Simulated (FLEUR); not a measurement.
## Worked example: self-consistent single point of Pt (Fm-3m, 1 atom in the cell) in FLEUR

Method of the run: PBE, all-electron FLAPW (FLEUR), scalar-relativistic valence.

The input file:

Input of the input generator:

```
scf Pt
&input film=f /
-0.0000000000 3.7853481948 3.7853481948
3.7853481948 0.0000000000 3.7853481948
3.7853481948 3.7853481948 0.0000000000
1.0
1.0 1.0 1.0

1
78 0.0000000000 0.0000000000 0.0000000000

&comp jspins=1 /
&kpt div1=19 div2=19 div3=19 /
&end /
```

```xml
<?xml version="1.0" encoding="UTF-8" standalone="no"?>
<fleurInput fleurInputVersion="0.39">
   <comment>
      scf Pt                                                                                              
   </comment>
   <calculationSetup>
      <cutoffs Kmax="4.0" Gmax="14.0" GmaxXC="14.0" numbands="0"/>
      <scfLoop itmax="80" minDistance="0.00001" maxIterBroyd="15" imix="Anderson" alpha="0.05" precondParam="0.0" spinf="2.0"/>
      <coreElectrons ctail="T" frcor="F" kcrel="0" coretail_lmax="0"/>
      <xcFunctional name="pbe" relativisticCorrections="F"/>
      <magnetism jspins="1"/>
      <soc l_soc="F" theta="0.0" phi="0.0" spav="F"/>
      <expertModes spex="0" secvar="F"/>
      <geometryOptimization l_f="T" forcealpha="1.0" forcemix="BFGS" epsdisp="0.00001" epsforce="0.00001"/>
      <ldaU l_linMix="F" mixParam="0.05" spinf="1.0"/>
   </calculationSetup>
   <cell>
      <bzIntegration valenceElectrons="16.0" mode="hist" fermiSmearingEnergy="0.00183747">
         <kPointListSelection listName="default-1"/>
         <!-- k-points included here -->
         <xi:include xmlns:xi="http://www.w3.org/2001/XInclude" href="kpts.xml"> </xi:include>
      </bzIntegration>
      <!-- symmetry operations included here -->
      <xi:include xmlns:xi="http://www.w3.org/2001/XInclude" href="sym.xml"> </xi:include>
      <bulkLattice scale="1.0">
         <bravaisMatrix>
            <row-1>    0.0000000000000000     3.7853481948000001     3.7853481948000001</row-1>
            <row-2>    3.7853481948000001     0.0000000000000000     3.7853481948000001</row-2>
            <row-3>    3.7853481948000001     3.7853481948000001     0.0000000000000000</row-3>
         </bravaisMatrix>
      </bulkLattice>
   </cell>
   <atomSpecies>
      <species name="Platinum (Pt)" element="Pt" atomicNumber="78">
         <mtSphere radius="2.50" gridPoints="863" logIncrement="0.016"/>
         <atomicCutoffs lmax="10" lnonsphr="8"/>
         <electronConfig flipSpins="F">
            <coreConfig>(1s1/2) (2s1/2) (2p1/2) (2p3/2) (3s1/2) (3p1/2) (3p3/2) (4s1/2) (3d3/2) (3d5/2) (4p1/2) (4p3/2) (5s1/2) (4d3/2) (4d5/2) (4f5/2) (4f7/2)</coreConfig>
            <valenceConfig>(5p1/2) (5p3/2) (6s1/2) (5d3/2) (5d5/2)</valenceConfig>
            <stateOccupation state="(6s1/2)" spinUp="0.5" spinDown="0.5"/>
            <stateOccupation state="(5d3/2)" spinUp="1.8" spinDown="1.8"/>
            <stateOccupation state="(5d5/2)" spinUp="2.7" spinDown="2.7"/>
         </electronConfig>
         <energyParameters s="6" p="6" d="5" f="5"/>
         <lo type="SCLO" l="1" n="5" eDeriv="0"/>
      </species>
   </atomSpecies>
   <atomGroups>
      <atomGroup species="Platinum (Pt)">
         <relPos label="                   1">.0000000000 .0000000000 .0000000000</relPos>
         <force calculate="T" relaxXYZ="TTT"/>
      </atomGroup>
   </atomGroups>
   <output dos="F" band="F" slice="F">
      <checks vchk="F" cdinf="F"/>
      <bandDOS minEnergy="-.5*Htr" maxEnergy="0.5*Htr" sigma="0.015" storeEVData="T"/>
      <vacuumDOS vacdos="F" integ="F" star="F" nstars="0" locx1="0.0" locy1="0.0" locx2="0.0" locy2="0.0" nstm="0" tworkf="0.0"/>
      <unfoldingBand unfoldBand="F" supercellX="1" supercellY="1" supercellZ="1"/>
      <plotting iplot="0" polar="F">
         <plot TwoD="T" vec1="  1.0  0.0  0.0" vec2="  0.0  1.0  0.0" vec3="  0.0  0.0  1.0" zero="  0.0  0.0  0.0" file="plot"/>
      </plotting>
      <chargeDensitySlicing numkpt="0" minEigenval="0.0" maxEigenval="0.0" nnne="0" pallst="F"/>
      <specialOutput eonly="F"/>
      <magneticCircularDichroism mcd="F" energyLo="-10.0" energyUp="0.0"/>
   </output>
  <!-- We include the file relax.xml here to enable relaxations (see documentation) -->
  <xi:include xmlns:xi="http://www.w3.org/2001/XInclude" href="relax.xml"> <xi:fallback/> </xi:include>
</fleurInput>
```

Output, abridged:

```
      Welcome to FLEUR        (www.flapw.de)
      MaX-Release 8.1          (www.max-centre.eu)

 ========== k-point set info ==========
 Selected k-point list: default-1
 k-point list type: mesh
 19 x 19 x 19
 Number of k points: 220

 ------------Calculation Setup---------------------------
           1           2           4           5          10          11          20          22          44          55         110         220
 Number of basis functions:          128
 Iteration:     1   Distance:      18.00226320 me/bohr^3
 Iteration:     2   Distance:      16.10146368 me/bohr^3
 Iteration:     3   Distance:       6.79198990 me/bohr^3
 Iteration:     4   Distance:       2.96920172 me/bohr^3
 Iteration:     5   Distance:       3.28578455 me/bohr^3
 Iteration:     6   Distance:       0.19308674 me/bohr^3
   [... 2 lines left out ...]
 Iteration:     9   Distance:       0.00284371 me/bohr^3
 Iteration:    10   Distance:       0.00162783 me/bohr^3
 Iteration:    11   Distance:       0.00013652 me/bohr^3
 Iteration:    12   Distance:       0.00008278 me/bohr^3
 Iteration:    13   Distance:       0.00000167 me/bohr^3

 Run finished successfully
 Stop message:
   Structural relaxation: Done

[file out, last iteration]
             iter=     14
          p o t e n t i a l   g e n e r a t o r
[...]
          integral of pseudo charge density inside the slab=        0.000000   0.000000
     coulomb potential in the interstitial region:
          density-coulomb potential integrals
          total density-coulomb potenti   -31965.8108930062
          density-effective potential integrals for spin  1
          total density-effective poten   -3.2433405757E+04
          charge density-energy density integrals
          total charge density-energy d   -3.5730344210E+02
 Updated energy parameters for spin:           1
  Atom    1 6s branch from -3.13 to  1.65 htr. ; e_l =  0.3125
  Atom    1 6p branch from -1.42 to  2.58 htr. ; e_l =  0.4798
  Atom    1 5d branch from-10.66 to  0.62 htr. ; e_l =  0.3810
  Atom    1 5f branch from -1.98 to  2.64 htr. ; e_l =  0.7702
  Atom    1 5p branch from-18.47 to -1.42 htr. ; e_l(l -1.4921
[...]
 fermi energy and band-weighting factors:
at   0.47368   0.47368   0.47368   k-weight:    0.001166
   13 eigenvalues :
   -1.459122   -1.447440   -1.447440    0.231282    0.349455    0.349455    0.464357    0.476867
    0.476867    0.682346    1.004958    1.160921    1.160921
   [... 2 blocks of this kind left out ...]

[...]
FERMIE:
          first approx. to ef    (T=0)  :   0.476113 htr   (energy of the highest occ. eigenvalue)
          number of occ. states  (T=0)  :       1771
          first approx. to seigv (T=0)  :  -5.145999 htr
          sum of weights of occ. states :   8.000437
          sum of semicore charge        :   0.000000 e
FERHIS:  Fermi-Energy by histogram:
          bandgap                     :   0.000156 htr
          charge neutrality (T=0)     :   0.000875    (zero if the highest occ. eigenvalue is "entirely" occupied)
     EF_NEWTON:  Adjust Fermi-Energy by Newton-Method.
               Number of iterations needed  :   3
               The error in the weight is   : -0.75198E-11
               The error in ef is           :  0.24463E-12 htr
     -->  new fermi energy            :   0.476275 htr
          valence charge              :  16.000000 e
          actual charge blw ef-8kt    :  15.204840 e
          actual charge blw ef+8kt    :  16.000000 e
          number of occ. states       :      1828
          sum of the valence weights  :    8.000000
          entropy         :   0.357485 *kb htr/K =   0.00000 htr/K
          sum of val. single particle energies:        -5.1461266711 htr
 Direct bandgap for spin            1 :    2.8180825998825876E-003  Htr
 at k-point           11  with k-vector    5.2631578947368418E-002  0.52631578947368418       0.52631578947368418
          valence density: spin= 1
[...]
     l-like charge
     atom     s        p        d        f        total
 -->  1    0.46596  6.32757  7.57363  0.04998   14.43072
          total charge for spin  1=   16.000000
          interst. charge =       1.569283
          mt charge=             14.430717
          total charge  =   16.000000
          z= 78.     r(1)=  0.255947E-05     dx= 0.016000     m.t.index= 863
               n    l     j    energy       weight
               1.   0.   0.5-2877.4569      2.0000
               2.   0.   0.5 -504.6164      2.0000
               2.   1.   0.5 -483.5474      2.0000
   [... 14 lines left out ...]
          atom type    1  (spin 1)
          kinetic energy=  0.209485371441E+05     sum of the eigenvalues= -0.113176913042E+05
          0.00108627  electrons lost from core.
          total charge for spin  1=   78.000000
          interst. charge =       1.570342
          mt charge=             76.429658
          total charge  =   78.000000
          zc=    78.000000     qfix=    1.000000
     t o t a l  e n e r g y
          sum of eigenvalues =            -11322.8374309054
          density-coulomb potential int   -31965.8108930062
          density-effective potential i   -32433.4057573261
          charge density-ex.-corr.energ     -357.3034421041
          el.-nucl. inter. diff. m.t.      23174.1499902512
          Madelung term for atom type:       -42.9379411029
 ---->    total energy=                   -18446.7284935406 htr
 ---->    (input%tkb*entropy) TS=              0.0006568685 htr
 ---->    free energy=                    -18446.7291504091 htr
      extrapolation for T->0
 ---->    total electron energy=          -18446.7288219749 htr
 ***** TOTAL FORCES ON ATOMS *****
 TOTAL FORCE FOR ATOM TYPE=  1  X=  0.000   Y=  0.000   Z=  0.000
                       FX_TOT= 0.000000 FY_TOT= 0.000000 FZ_TOT= 0.000000
 Structural relaxation: Done
```

The run converged in 13 iterations. FLEUR gives forces in its relaxation mode, with a further iteration, so its stop message speaks of a relaxation.

The starting cell comes from a database of computed structures (which also holds hypothetical and non-ambient phases and stackings), without a prior relaxation at this level. Its lattice was rescaled by a random factor within 2.5 % of one. Spin-orbit coupling is off. Spin polarisation is off. Values depend on the basis (sphere radii, cutoffs, local orbitals), which need not be converged. The log's line on a gap gives a spacing of levels on this mesh, which the program prints for metals too.
